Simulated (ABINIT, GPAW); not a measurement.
A GPAW input for a self-consistent single point of BiPbO2F (Cm, 5 atoms in the cell) (DFT PBEsol, plane waves, GPAW PAW datasets PBEsol (made by gpaw-setup)):

```python
from ase import Atoms
from ase.units import GPa
from gpaw import GPAW, PW, FermiDirac

atoms = Atoms(['Bi', 'Pb', 'O', 'O', 'F'],
              cell=[[3.462275, -2.004275, 0.000000],
                    [3.462275, 2.004275, 0.000000],
                    [-0.111132, 0.000000, 6.510672]],
              scaled_positions=[[0.701790, 0.701790, 0.291960],
                                [0.378060, 0.378060, 0.744990],
                                [0.370590, 0.370590, 0.381470],
                                [0.707940, 0.707940, 0.632360],
                                [0.033340, 0.033340, 0.098520]],
              pbc=True)

calc = GPAW(mode=PW(900),
            xc='PBEsol',
            kpts={'size': (6, 6, 3), 'gamma': True},
            occupations=FermiDirac(0.05),
            nbands=-8,
            convergence={'density': 1e-05, 'energy': 1e-05, 'bands': -6},
            symmetry={'symmorphic': False, 'tolerance': 0.0005},
            maxiter=100,
            txt='-')

atoms.calc = calc

energy = atoms.get_potential_energy()
print('Energy (eV):', round(energy, 6))
forces = atoms.get_forces()
print('Forces (eV/Ang):')
print(forces.round(5))
stress = atoms.get_stress()
print('Stress (GPa, Voigt):', (stress / GPa).round(4))
```

**Question.** Give the ABINIT input for the same structure, mesh, smearing and functional.

**Answer.** This is the input that was run; spellings and numerical settings could be chosen otherwise.

```
# BiPbO2F, PseudoDojo nc-sr-04 PBEsol standard
pp_dirpath "./"
pseudos "Bi.upf, Pb.upf, O.upf, F.upf"
acell 3*1.0
rprim
         6.5427515181   -3.7875308284    0.0000000000
         6.5427515181    3.7875308284   -0.0000000000
        -0.2100090437   -0.0000000000   12.3033869673
natom 5
ntypat 4
znucl 83 82 8 9
typat 1 2 3 3 4
xred
         0.7017900000    0.7017900000    0.2919600000
         0.3780600000    0.3780600000    0.7449900000
         0.3705900000    0.3705900000    0.3814700000
         0.7079400000    0.7079400000    0.6323600000
         0.0333400000    0.0333400000    0.0985200000
ecut 42
occopt 3
tsmear 0.00183747
nband 31
kptopt 1
ngkpt 6 6 3
nshiftk 1
shiftk 0 0 0
nstep 60
tolvrs 1.0e-11
prtwf 0
prtden 0
```

Basis settings and potentials, where a program has them, do not carry over. This input uses DFT, PBEsol, plane waves, norm-conserving pseudopotentials (PseudoDojo nc-sr-04 PBEsol standard).

The starting cell comes from a database of computed structures (which also holds hypothetical and non-ambient phases and stackings), without a prior relaxation at this level.
